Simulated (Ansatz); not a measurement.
Abridged Ansatz (a first-principles code) output:

```
Relaxation: its limit of steps is 60 (relax.max_steps)
Pseudopotential: La, paw, valence charge 11
Pseudopotential: Ni, paw, valence charge 18
Pseudopotential: O, paw, valence charge 6
Crystal: 10 atoms, lattice volume = 105.453 Å³
Basis set: ecut = 420 eV, 2061 PW (Γ), exchange–correlation on 72×72×72 points (8 copies of the dense FFT grid, shifted against one another)
Bands: 57, of which v1, the nominal top of the filled ones, is band 47 counted from 1 (46 counted from 0)
Symmetry: 12 space group operations
k-points: 146 of 1331
Functional: x = pbesol(κ = 0.804, μ = 0.12345679012345678), c = pbesol(β = 0.046)
SCF iter   1: F=—  HF=-27304.695862 eV  |F-HF|=—  |Δ(HF+E_count)|=         —  Δρ=1.75e-2  dr2=2.47e-1  ethr=1.77e-3  ⟨swp⟩=4.0  Hψ=28092  notcnv=0  defer=21
SCF iter   2: F=—  HF=-27304.635818 eV  |F-HF|=—  |Δ(HF+E_count)|=   6.00e-2  Δρ=4.90e-3  dr2=2.13e-2  ethr=2.63e-4  ⟨swp⟩=2.7  Hψ=15281  notcnv=0  defer=542
SCF 1 converged in 7 iterations: F = -27304.632945 eV  dr2 = 4.28e-8
relax step   1: F+E_penalty+E_count = -27304.63294476 eV  Δ(F+E_penalty+E_count) = +0.000e0 eV  max|allowed force component| = 5.176e-6 eV/Å  Δτ_max = 0.0000 Å  P = +7.497 GPa  Ω = 105.453 Å³  (7 SCF iters, dr2 threshold 1.00e-7 eV, accepted)
[... steps on the carried basis left out ...]
relax step   9: F+E_penalty+E_count = -27304.57071352 eV  Δ(F+E_penalty+E_count) = +1.711e-4 eV  max|allowed force component| = 1.061e-5 eV/Å  Δτ_max = 0.0000 Å  P = +9.997 GPa  Ω = 104.309 Å³  stress off target by 2.76e-3 GPa  SCF on the basis re-selected at this cell (its energy is not comparable with the rows above)  (8 SCF iters)
SCF converged after 8 iterations
Free energy (F): -27304.570714 eV
Internal energy: -27304.543278 eV  (E = F + TS)
E sigma→0 (E₀):  -27304.556996 eV
Entropy (-TS):   -0.027436 eV (-2.744 meV/atom)
Fermi energy:    14.579581 eV
--- Forces (eV/Å), atoms counted from 1 ---
  atom   1  La    -0.00000000     0.00000000    -0.00000000
[...]
  atom   7  O      0.00001061     0.00000000    -0.00000000
  atom   8  O     -0.00001061    -0.00000000     0.00000000
  atom   9  O     -0.00000531     0.00000919    -0.00000000
  atom  10  O      0.00000531    -0.00000919     0.00000000
--- Stress (GPa, compression-positive) ---
        9.997239       0.000000      -0.000000
        0.000000       9.997239       0.000000
       -0.000000       0.000000       9.997625
  P = ⅓ Tr σ = 9.9974 GPa (99.974 kbar)
--- Relaxed structure (7 steps of the walk, 7 accepted, 2 SCFs on fresh bases) ---
  cell:  # Å, volume = 104.3088 Å³
    - [2.658918126622415, 1.5351270961752457, 4.259123520974772]
    - [-2.658918126622415, 1.5351270961752457, 4.259123520974772]
    - [2.5598092040961454e-34, -3.070254192300635, 4.259123520992742]
  atoms:
    - { symbol: La, position: [0.25000000000000006, 0.25000000000000006, 0.25] }
    - { symbol: La, position: [0.7500000000000002, 0.7500000000000002, 0.7500000000000002] }
    - { symbol: Ni, position: [3.723431371072934e-20, 6.769361640906136e-20, -1.0492793011938672e-19] }
    - { symbol: Ni, position: [0.5000000000000001, 0.5000000000000001, 0.5] }
    - { symbol: O, position: [0.7916773167692647, 0.25, 0.7083226832307354] }
    - { symbol: O, position: [0.2083226832307354, 0.7500000000000001, 0.29167731676926467] }
    - { symbol: O, position: [0.7083226832307354, 0.7916773167692646, 0.25] }
    - { symbol: O, position: [0.29167731676926467, 0.20832268323073552, 0.75] }
    - { symbol: O, position: [0.25000000000000017, 0.7083226832307356, 0.7916773167692647] }
    - { symbol: O, position: [0.75, 0.29167731676926456, 0.20832268323073533] }
```

Problem. What was computed, and what are the main results?

Solution. LaNiO3, 10 atoms in the cell, with Ansatz, PBEsol, PAW, cutoff 420 eV, no spin-orbit coupling, from a series relaxed to a target (pressure 10 GPa). The last SCF converged to F = -27304.570714 eV, or -2730.4571 eV per atom, at a pressure of 10.00 GPa. The total energy compares only with runs of the same code, potentials and settings.

Load acts through the strain it causes; cell and atoms are relaxed under it. Whether these cells are dynamically stable was not tested. Competing high-pressure phases were not computed. No Hubbard U is applied and the magnetic state is the run's own (LaNiO3 not spin-polarised); other magnetic orders, which need larger cells, were not tried and can change the gap. All final runs are without spin polarisation. The cell was made from LaNiO3 (space group R-3c, No. 167; non-magnetic) by this change: pressure 10 GPa.

Keys are those of Ansatz 0.2.
